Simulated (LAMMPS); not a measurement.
Atomistic model of a slab of Ta (bcc) cut on the (001) plane, one half shifted rigidly along [100] and [010] of the cubic cell, atoms relaxed along the normal alone.

Computed with machine-learned potential (static), pair style pod, file Ta_param.pod (LAMMPS).

| Property | Result |
|---|---|
| largest energy on the surface | 3800 mJ/m² |
| largest energy on the line along [100] | 2130 mJ/m² |
| cost | very roughly 40 core-seconds |

Potential: file Ta_param.pod of the LAMMPS distribution.

```tsv
shift along [100], in periods of 3.300 Å	γ (mJ/m²)
0.000	0.000
0.08333	126
0.1667	528
0.2500	1090
0.3333	1630
0.4167	2000
0.5000	2130
0.5833	2000
0.6667	1630
0.7500	1090
0.8333	528
0.9167	126
1.000	0.000
```
